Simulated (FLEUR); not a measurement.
Band structure of Dy (P6_3/mmc, 2 atoms in the cell).

```yaml
crystal:
  lattice:
    - [3.56599, 0.00000, 0.00000]
    - [-1.78299, 3.08824, 0.00000]
    - [0.00000, 0.00000, 5.46212]
  atoms:
    - { symbol: Dy, position: [0.33333, 0.66667, 0.25000], spin: 5.0 }
    - { symbol: Dy, position: [0.66667, 0.33333, 0.75000], spin: 5.0 }
```
(The spins are starting values, not results.)

Method of the run: PBE, all-electron FLAPW (FLEUR), scalar-relativistic valence.

Settings: Kmax = 3.8 1/bohr; GmaxXC = 15.2 1/bohr; xcFunctional = pbe; jspins = 2; l_soc = F; mode = hist; fermiSmearingEnergy = 0.00999582 Htr; mesh (inpgen div1-3) = 7 7 4; inpgen gamma flag = true; Gmax = 15.2 1/bohr; numbands = 0; maxIterBroyd = 40; imix = Anderson; alpha = 0.05.

The starting cell comes from a database of computed structures (which also holds hypothetical and non-ambient phases and stackings), without a prior relaxation at this level. Its lattice was rescaled by a random factor within 2.5 % of one. Spin-orbit coupling is off. The f electrons are in the valence without U or exact exchange, which can misplace them near the Fermi level. Spin-orbit terms, which matter for f shells, are left out. Values depend on the basis (sphere radii, cutoffs, local orbitals), which need not be converged.

Levels in eV from the Fermi level, bands 21 to 28 of the first spin channel:
```json
[
 {"point": "Γ", "21": "-3.36", "22": "-3.36", "23": "-3.35", "24": "-2.04", "25": "1.79", "26": "2.03", "27": "2.03", "28": "2.67"},
 {"point": "M", "21": "-3.40", "22": "-3.33", "23": "-1.77", "24": "-1.34", "25": "-0.82", "26": "0.27", "27": "1.60", "28": "2.00"},
 {"point": "K", "21": "-3.39", "22": "-3.38", "23": "-0.83", "24": "-0.58", "25": "-0.58", "26": "-0.27", "27": "1.48", "28": "1.48"},
 {"point": "A", "21": "-3.35", "22": "-3.35", "23": "-3.33", "24": "-3.33", "25": "1.37", "26": "1.37", "27": "1.88", "28": "1.88"},
 {"point": "L", "21": "-3.39", "22": "-3.39", "23": "-1.83", "24": "-1.83", "25": "0.28", "26": "0.28", "27": "2.03", "28": "2.03"},
 {"point": "H", "21": "-3.40", "22": "-3.40", "23": "-0.38", "24": "-0.38", "25": "-0.23", "26": "-0.23", "27": "0.85", "28": "0.85"}
]
```
